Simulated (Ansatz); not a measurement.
Cost and result by functional for the surface energy of the (331) surface of germanium in its 1x1 cell, relaxed from an ideal cut (the real face may reconstruct), outermost plane spacing 0.33 Å in the ideal cut, in Ansatz (plane waves, PAW). Single points on the PBE structure, on one kind of machine; costs are rough ratios of the slab run's core time (references not counted) to the cheapest single point. r2SCAN's cost holds its higher cutoff (500 against 420 eV). Differences are taken against r2SCAN for comparison alone: no measured value is at hand, so the table doesn't rank accuracy.

Model: 18-atom slab, 10.9 Å thick at the start, 7x3x1 mesh, Fermi-Dirac 0.025 eV, dipole correction, all atoms relaxed; held to the part of the start's symmetry that mesh and held atoms allow; no spin (no spin-polarised run to compare, though such a face may carry moments), no spin-orbit, no U. The slab shows no gap on its mesh. These notes are the PBE run's.

```
functional                     relative cost  surface energy (J/m²)  less r2SCAN (J/m²)
-----------------------------  -------------  ---------------------  ------------------
LDA                                        1                   1.21               -0.02
PBEsol                                     1                   1.12               -0.10
RPBE                                       1                   0.89               -0.33
r2SCAN                                     3                   1.23                0.00
PBE (the relaxed run's value)              –                   1.00               -0.23
```

The values span 0.33 J/m², while the single points' costs differ by a factor of roughly 3. Differences are of unrounded values.

Ansatz is a quantum-chemistry and plane-wave program.
